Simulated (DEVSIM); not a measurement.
Device: Schottky contact on n-type Si, at 300 K.

| layer (left to right) | material | thickness (μm) | Nd (cm⁻³) | τn (s) | τp (s) |
|---|---|---|---|---|---|
| 1 | Si | 8.10 | 7.5e16 | 1.4e-6 | 1.4e-5 |
| 2 | Si | 2.60 | 1.3e18 | 1.4e-6 | 1.4e-6 |

Left contact: Schottky, work function 4.78 eV, emission velocity 1.1e7 cm/s. Right contact: ohmic. Voltage is applied to the left contact. Recombination: SRH at mid-gap. Mobility is μmin + (μ − μmin)/(1 + (N/Nref)^α).

The device is made up for the run: typed textbook-type constants, with dimensions and the other settings drawn at random. Values at 300 K.

| parameter | Si |
|---|---|
| gap (eV) | 1.124 |
| affinity (eV) | 4.05 |
| permittivity | 11.7 |
| Nc (cm⁻³) | 2.86e19 |
| Nv (cm⁻³) | 3.1e19 |
| μn (cm²/Vs) | 1417 |
| μp (cm²/Vs) | 470 |
| μn,min | 52 |
| μp,min | 45 |
| Nref,n | 9.7e16 |
| Nref,p | 2.2e17 |
| αn | 0.68 |
| αp | 0.72 |

Simulated with DEVSIM: 1D drift-diffusion, Boltzmann statistics, complete ionisation; no tunnelling, impact ionisation, image-force lowering or self-heating. Metal contacts follow the ideal Schottky-Mott rule: no Fermi-level pinning, no interface dipoles.

Problem. Tabulate band edges, carrier densities and field at zero bias.

Solution. Energies count from the Fermi level of the right contact; mesh points crowd at the junctions.

| x (μm) | Ec (eV) | Ev (eV) | n (cm⁻³) | p (cm⁻³) | field (V/cm) |
|---|---|---|---|---|---|
| 0.000 | 0.730 | -0.394 | 1.6e7 | 7.5e12 | -110000 |
| 0.03022 | 0.441 | -0.683 | 1.1e12 | 1.1e8 | -78000 |
| 0.09338 | 0.173 | -0.951 | 3.5e16 | 3300 | -12000 |
| 0.2404 | 0.154 | -0.970 | 7.5e16 | 1600 | ≈ 0 |
| 0.7672 | 0.154 | -0.970 | 7.5e16 | 1500 | ≈ 0 |
| 1.687 | 0.154 | -0.970 | 7.5e16 | 1500 | ≈ 0 |
| 3.827 | 0.154 | -0.970 | 7.5e16 | 1500 | ≈ 0 |
| 6.586 | 0.154 | -0.970 | 7.5e16 | 1500 | ≈ 0 |
| 7.441 | 0.154 | -0.970 | 7.5e16 | 1500 | ≈ 0 |
| 7.821 | 0.154 | -0.970 | 7.5e16 | 1500 | ≈ 0 |
| 7.989 | 0.154 | -0.970 | 7.5e16 | 1500 | -16 |
| 8.077 | 0.145 | -0.979 | 1.1e17 | 1100 | -6200 |
| 8.103 | 0.089 | -1.035 | 9.1e17 | 130 | -24000 |
| 8.135 | 0.080 | -1.044 | 1.3e18 | < 1e2 | ≈ 0 |
| 8.250 | 0.080 | -1.044 | 1.3e18 | < 1e2 | ≈ 0 |
| 8.448 | 0.080 | -1.044 | 1.3e18 | < 1e2 | ≈ 0 |
| 8.906 | 0.080 | -1.044 | 1.3e18 | < 1e2 | ≈ 0 |
| 9.763 | 0.080 | -1.044 | 1.3e18 | < 1e2 | ≈ 0 |
| 10.38 | 0.080 | -1.044 | 1.3e18 | < 1e2 | ≈ 0 |
| 10.57 | 0.080 | -1.044 | 1.3e18 | < 1e2 | ≈ 0 |
| 10.66 | 0.080 | -1.044 | 1.3e18 | < 1e2 | ≈ 0 |
| 10.70 | 0.080 | -1.044 | 1.3e18 | < 1e2 | ≈ 0 |
